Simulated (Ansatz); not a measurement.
The starting structures come from a database of crystals and need not be the phases stable at ambient conditions.

 Where the default PAW files enter, the runs use the earlier of Ansatz's two default sets.

Inside the gap of an insulator the Bloch states are evanescent, with a wavenumber k + iκ along the transport direction.

Here is the system:

```
O2Si
1.0
    5.06338     0.00000     0.00000
    0.21527     5.05881     0.00000
    2.42406    -2.52940     3.50342
Si O
2 4
Cartesian
  0.00000   0.00000   0.00000
  2.53169   0.00000   1.75171
  4.03216  -0.24482   1.21495
  1.50047  -0.24482   0.53676
  2.35088   1.50952   2.28847
  2.24325  -1.01988   2.96666
```

Space group of this cell: I-42d. The cell is taken as given; by PBEsol its mean pressure is 2.3 GPa.

Transport runs along the normal of the first two printed cell vectors, the (110) plane of the conventional cell.

The gap is the functional's own, uncorrected, and κ follows it; spin-orbit coupling is left out. Mid-gap values are interpolated between the computed energies.

Problem. State the band gap and the smallest decay constant κ at mid-gap according to PBEsol (Ansatz, a quantum-chemistry and plane-wave program).

Solution. Gap 5.90 eV on a 8×8×8 mesh; κ = 0.534 1/Å, at the zone centre.
